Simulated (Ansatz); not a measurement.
Consider TaN in the rock salt structure (space group Fm-3m, No. 225; relaxed with 0.1 eV smearing).

```
CELL_PARAMETERS angstrom
      0.00000     2.18798     2.18798
      2.18798     0.00000     2.18798
      2.18798     2.18798     0.00000
ATOMIC_POSITIONS crystal
  N  0.00000 0.00000 0.00000
  Ta 0.50000 0.50000 0.50000
```

Cartesian axes are those of the cell as printed.

Calculations: DFT with PBEsol, PAW potentials and a 420 eV plane-wave cutoff in Ansatz (a quantum-chemistry and plane-wave program), without spin-orbit coupling.

Strains are applied to the cell and any free atomic positions relax; under biaxial strain the out-of-plane vector relaxes too.

One change was made to it. Results:

| quantity | base | after |
|---|---|---|
| energy relative to the base (free energy F) | 0 meV/atom | +13 meV/atom |
| shortest interatomic distance | 2.188 Å | 2.188 Å |

Task: Which change produced these results?
A. biaxial strain +1.61 %, plane normal [110], relaxed out of plane
B. isotropic strain −2.47 %
C. uniaxial strain ε_yy = −1.22 %
D. tensor shear ε_xz = −3.86 %

Result: D, tensor shear ε_xz = −3.86 %. For comparison, the energy relative to the base in the other runs: isotropic strain −2.47 % gives +70 meV/atom; biaxial strain +1.61 %, plane normal [110], relaxed out of plane gives +8.9 meV/atom; uniaxial strain ε_yy = −1.22 % gives +4.1 meV/atom.

A biaxial case was relaxed in a doubled cell and then solved in the primitive one. Stability against distortions was not tested. All final runs are without spin polarisation. This is not the structure that TaN has at room temperature and ambient pressure.
